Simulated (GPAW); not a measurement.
# Refining one setting for YMg14Al (P-6m2, 16 atoms in the cell)

```cif
data_AlMg14Y
_chemical_formula_sum 'Y1 Mg14 Al1'
_space_group_name_H-M_alt 'P 1'
_space_group_IT_number 1
_cell_length_a 6.43188
_cell_length_b 6.43188
_cell_length_c 10.34133
_cell_angle_alpha 90.000
_cell_angle_beta 90.000
_cell_angle_gamma 120.000
loop_
_space_group_symop_operation_xyz
  'x, y, z'
loop_
_atom_site_label
_atom_site_type_symbol
_atom_site_fract_x
_atom_site_fract_y
_atom_site_fract_z
_atom_site_occupancy
Y1 Y 0.00000 0.00000 0.50000 1
Mg1 Mg 0.99704 0.49852 0.00000 1
Mg2 Mg 0.50148 0.00296 0.00000 1
Mg3 Mg 0.50148 0.49852 0.00000 1
Mg4 Mg 0.00896 0.50448 0.50000 1
Mg5 Mg 0.49552 0.99104 0.50000 1
Mg6 Mg 0.49552 0.50448 0.50000 1
Mg7 Mg 0.16555 0.83445 0.24353 1
Mg8 Mg 0.66890 0.83445 0.75647 1
Mg9 Mg 0.16555 0.33110 0.24353 1
Mg10 Mg 0.16555 0.83445 0.75647 1
Mg11 Mg 0.66890 0.83445 0.24353 1
Mg12 Mg 0.16555 0.33110 0.75647 1
Mg13 Mg 0.66667 0.33333 0.25623 1
Mg14 Mg 0.66667 0.33333 0.74377 1
Al1 Al 0.00000 0.00000 0.00000 1
```

Method: PBEsol, GPAW PAW datasets PBEsol (made by gpaw-setup) (plane waves; GPAW).

The starting cell comes from a database of computed structures (which also holds hypothetical and non-ambient phases and stackings), without a prior relaxation at this level.

Held fixed: mode = pw; xc = PBEsol; kpts = 3 3 2; mesh shift (steps) = 0 0 0; occupations.name = methfessel-paxton; occupations.width = 0.05 eV; occupations.order = 1; nbands = -22; convergence.forces = 0.001 eV/Å; symmetry.symmorphic = false; symmetry.tolerance = 0.0005; maxiter = 120.

ΔF is the free energy per atom less that of the last row (1400 eV).

```
ecut     ΔF (meV/atom)  pressure (GPa)  largest force (eV/Å)  plane waves  iterations
-------  -------------  --------------  --------------------  -----------  ----------
320 eV           160.8           -3.68                 0.091         4866          21
400 eV            49.1           -2.26                 0.092         6766          20
480 eV            10.7           -1.20                 0.093         8893          19
560 eV            1.79           -0.83                 0.092        11187          21
640 eV            0.28           -0.74                 0.091        13653          20
720 eV            0.10           -0.73                 0.091        16302          19
800 eV            0.07           -0.72                 0.092        19128          22
920 eV            0.03           -0.72                 0.093        23538          19
1040 eV           0.02           -0.73                 0.091        28260          20
1200 eV           0.01           -0.73                 0.091        35070          20
1400 eV           0.00           -0.73                 0.092        44145          20
```

Largest force within 0.005 eV/Å of the last row: from ecut = 320 eV on, the coarsest one. The value it settles on is 0.092 eV/Å at this level of theory and with the other settings as held.
